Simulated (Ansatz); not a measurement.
Worked example: self-consistent single point of ZrSeS (P3m1, 3 atoms in the cell) in Ansatz (a quantum-chemistry and plane-wave program).

Method of the run: LDA (PW92), default PAW files made with PBE (plane waves; Ansatz).

The change in words: 1 x 1 x 1 supercell, one Zr atom moved by 0.02 angstrom along z. Reference geometry:
```yaml
crystal:
  lattice:
    - [3.76127, 0.00000, 0.00000]
    - [-1.88064, 3.25736, 0.00000]
    - [0.00000, 0.00000, 6.25352]
  atoms:
    - { symbol: Zr, position: [0.00000, 0.00000, 0.01251] }
    - { symbol: Se, position: [0.66667, 0.33333, 0.75338] }
    - { symbol: S, position: [0.33333, 0.66667, 0.23411] }
```

Reference input (self-consistent single point, DFT, LDA (PW92), plane waves, default PAW files made with PBE): basis.ecutwfc = 420 eV; kpoints.mp_grid.grid = 8 8 4; hamiltonian.xc = lda; hamiltonian.pseudopotentials = {kind: paw} (the program's default PAW files); scf.occupations.method = fermi_dirac; scf.occupations.width = 0.02 eV. This run's input differs from it in these lines:

```diff
@@ -6,3 +6,3 @@
   atoms:
-    - { symbol: Zr, position_ang: [0.000000, 0.000000, 0.078232] }
+    - { symbol: Zr, position_ang: [0.000000, 0.000000, 0.098230] }
     - { symbol: Se, position_ang: [1.880637, 1.085784, 4.711280] }
```

Output (repeated stretches shortened):

```
SCF iter   1: F=—  HF=-10334.546653 eV  |F-HF|=—  |Δ(HF+E_count)|=         —  Δρ=5.80e-3  dr2=3.38e-2  ethr=1.77e-3  ⟨swp⟩=6.1  Hψ=3285  notcnv=0
all-band conjugate gradients solve this SCF's bands
preconditioner: auto → Resta (q_TF=auto, 2.383 Å⁻¹)
SCF iter   2: F=—  HF=-10334.540418 eV  |F-HF|=—  |Δ(HF+E_count)|=   6.23e-3  Δρ=2.77e-3  dr2=3.34e-3  ethr=9.94e-5  ⟨swp⟩=2.1  Hψ=1196  notcnv=0
   [... lines left out ...]
SCF iter   4: F=—  HF=-10334.539837 eV  |F-HF|=—  |Δ(HF+E_count)|=   5.42e-5  Δρ=1.84e-4  dr2=4.86e-5  ethr=1.84e-6  ⟨swp⟩=2.5  Hψ=1128  notcnv=0
SCF iter   5: F=—  HF=-10334.539839 eV  |F-HF|=—  |Δ(HF+E_count)|=   1.85e-6  Δρ=6.96e-5  dr2=7.32e-6  ethr=1.43e-7  ⟨swp⟩=2.0  Hψ=1295  notcnv=0
SCF iter   6: F=—  HF=-10334.539839 eV  |F-HF|=—  |Δ(HF+E_count)|=   1.85e-7  Δρ=2.55e-5  dr2=8.38e-7  ethr=2.15e-8  ⟨swp⟩=2.0  Hψ=1295  notcnv=0
SCF iter   7: F=-10334.539839 eV  HF=-10334.539839 eV  |F-HF|=1.64e-8  |Δ(HF+E_count)|=   2.44e-7  Δρ=7.31e-6  dr2=6.97e-8  ethr=2.94e-10  ⟨swp⟩=3.0  Hψ=3139  notcnv=0
SCF 1 converged in 7 iterations: F = -10334.539839 eV  dr2 = 6.97e-8
Free energy (F): -10334.539839 eV
Internal energy: -10334.539839 eV  (E = F + TS)
E sigma→0 (E₀):  -10334.539839 eV
Fermi energy:    7.341850 eV
--- Forces (eV/Å), atoms counted from 1 ---
  atom   1  Zr     0.00000000     0.00000000    -0.16326906
  atom   2  Se     0.00000000     0.00000000     0.47253101
  atom   3  S      0.00000000     0.00000000    -0.30927952
--- Stress (GPa, compression-positive) ---
       -5.547604       0.000000       0.000000
        0.000000      -5.547604       0.000000
        0.000000       0.000000      -3.999818
  P = ⅓ Tr σ = -5.0317 GPa (-50.317 kbar)
  The stress holds the Pulay correction. Without it, at fixed plane waves, as pw.x and ABINIT print it: P = -5.0535 GPa
```

The run converged in 7 iterations. Against the reference run the free energy is nearly the same (within 1 meV/atom), the pressure stays at -5.03 GPa, the largest force goes from 0.425 to 0.473 eV/Å and the gap on the mesh goes from 0.595 to 0.577 eV.

The starting cell comes from a database of computed structures (which also holds hypothetical and non-ambient phases and stackings), without a prior relaxation at this level. Its lattice was rescaled by up to half a per cent. For this run, on top of that: 1 x 1 x 1 supercell, one Zr atom moved by 0.02 angstrom along z. With a pressure of about -5 GPa the cell is away from its equilibrium volume at this level. Ansatz's pressure includes its estimate of the finite-basis (Pulay) stress.

Keys are those of Ansatz 0.2.
